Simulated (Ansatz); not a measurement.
# A computed series for CaC2: element substitutions

Start from CaC2 (space group C2/c, No. 15; a = 6.5941 Å, b = 4.1661 Å, c = 7.3301 Å, α = 90.00°, β = 106.69°, γ = 90.00°; a cell from a computed database, its experimental status unchecked).

Each row replaces one element on all its sites; cell and atoms are relaxed.

Levels (all Ansatz, a first-principles code, PAW): r2SCAN (500 eV, without spin-orbit coupling); HSE06 (420 eV, without spin-orbit coupling).

Band gaps by level, all at the geometries relaxed with r2SCAN:

| case | r2SCAN | HSE06 |
|---|---|---|
| base | 2.31 eV | 3.28 eV |
| Ca → Ba | 2.32 eV | … |
| Ca → Sr | 2.53 eV | … |

### Question
Complete the table.

### Answer

- Ca → Ba, HSE06: 3.25 eV
- Ca → Sr, HSE06: 3.48 eV

Single points use the geometry relaxed with r2SCAN. HSE06 gaps are upper bounds (no full band path). Whether these cells are dynamically stable was not tested. For BaC2 in this form, whether it has been made was not checked.
